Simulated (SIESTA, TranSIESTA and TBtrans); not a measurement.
Ta chain with one Sn atom in place of Ta

System: Ta chain with one Sn atom in place of Ta. Leads: straight Ta chain, spacing 2.35 Å. Geometry: 3 atoms about the centre moved by SIESTA (PBE, DZP) to a largest force of 0.03 eV/Å, all others as built, motion along the axis alone.

TranSIESTA and TBtrans, PBE, DZP numerical orbitals (energy shift 0.15 eV), PseudoDojo norm-conserving scalar-relativistic potentials, mesh cutoff 200 Ry, 300 K, spin-polarised (collinear), no spin-orbit coupling; self-consistent non-equilibrium Green functions.

```
Property                           Value
---------------------------------  -----
Conductance at 300 K (G0 = 2e²/h)   2.69
Mean T from −0.5 to 0.5 eV          2.40
```

Energies count from the leads' Fermi level. Transmissions are for each spin. The energy step is 0.01 eV; narrower resonances are cut or missed.

```
E (eV)  T up  T down  lead channels up  down
------  ----  ------  ----------------  ----
-1.95   1.06    1.06                 4     3
-1.80   1.06    1.05                 4     3
-1.65   1.08    1.03                 4     3
-1.50   1.10    1.00                 4     4
-1.35   1.15    1.08                 4     4
-1.20   1.21    1.16                 4     4
-1.05   1.31    1.25                 4     4
-0.90   1.45    1.36                 4     4
-0.75   1.64    1.49         band edge     4
-0.60   1.89    1.66                 6     4
-0.45   2.20    1.88                 6     4
-0.30   2.51    2.15                 6     4
-0.15   2.73    2.44                 6     4
0.00    2.75    2.66                 6     4
0.15    2.57    2.67                 6     6
0.30    2.27    2.48                 6     6
0.45    1.95    2.20                 6     6
0.60    1.67    1.93                 6     6
0.75    1.46    1.71                 6     6
0.90    1.30    1.56                 6     6
1.05    1.19    1.44                 6     6
1.20    1.11    1.35                 6     6
1.35    1.04    1.28                 6     6
1.50    0.88    1.21         band edge     6
1.65    0.86    1.13                 4     6
1.80    0.94    1.05                 2     6
1.95    0.94    0.96                 1     6
```

The magnetic order of the leads was set by the start, and no other order was tried; the separate lead runs end at 1.06 (left) and 1.06 (right) μB an atom. The straight chain is held at its spacing; free chains may zigzag or dimerise. Spin-orbit coupling, left out here, matters for the heavy atoms.
